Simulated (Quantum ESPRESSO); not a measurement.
## Convergence test for ZrCu (Pm-3m, 2 atoms in the cell)

```xyz
2
Lattice="3.2527 0.0000 0.0000 0.0000 3.2527 0.0000 0.0000 0.0000 3.2527" Properties=species:S:1:pos:R:3 pbc="T T T"
Zr     1.6263     1.6263     1.6263
Cu     0.0000     0.0000     0.0000
```

Level of theory: LDA (PZ), PSlibrary ultrasoft (LDA) pseudopotentials (plane waves; Quantum ESPRESSO).

The starting cell comes from a database of computed structures (which also holds hypothetical and non-ambient phases and stackings), without a prior relaxation at this level. Spin polarisation is off. In the base run, with a pressure of about -7 GPa the cell is away from its equilibrium volume at this level.

Held fixed: ecutwfc = 55 Ry; ecutrho = 330 Ry; occupations = smearing; smearing = fermi-dirac; degauss = 0.0036749 Ry; potentials = {Zr: Zr.pz-spn-rrkjus_psl.1.0.0.UPF, Cu: Cu.pz-dn-rrkjus_psl.1.0.0.UPF}; K_POINTS = automatic 8 8 8 0 0 0; mixing_beta = 0.7.

ΔF is the free energy per atom less that of the last row (7.3e-14 Ry).

| conv_thr | ΔF (meV/atom) | pressure (GPa) | iterations |
|---|---|---|---|
| 0.0073 Ry | 8.1 | -38.31 | 4 |
| 0.00073 Ry | 2.1 | 12.35 | 5 |
| 7.3e-05 Ry | 0.01 | -7.15 | 6 |
| 7.3e-06 Ry | 0.01 | -7.15 | 6 |
| 7.3e-07 Ry | 0.00 | -7.43 | 7 |
| 7.3e-08 Ry | 0.00 | -6.98 | 9 |
| 7.3e-10 Ry | 0.00 | -6.75 | 11 |
| 1e-10 Ry | 0.00 | -6.75 | 11 |
| 7.3e-12 Ry | 0.00 | -6.76 | 12 |
| 7.3e-14 Ry | 0.00 | -6.76 | 15 |

Pressure within 0.2 GPa of the last row: from conv_thr = 7.3e-10 Ry on; the one before it is off by 0.23 GPa. The value it settles on is -6.8 GPa at this level of theory and with the other settings as held.

Energy within 0.5 meV/atom of the last row: from conv_thr = 7.3e-05 Ry on; the one before it is off by 2.1 meV/atom.
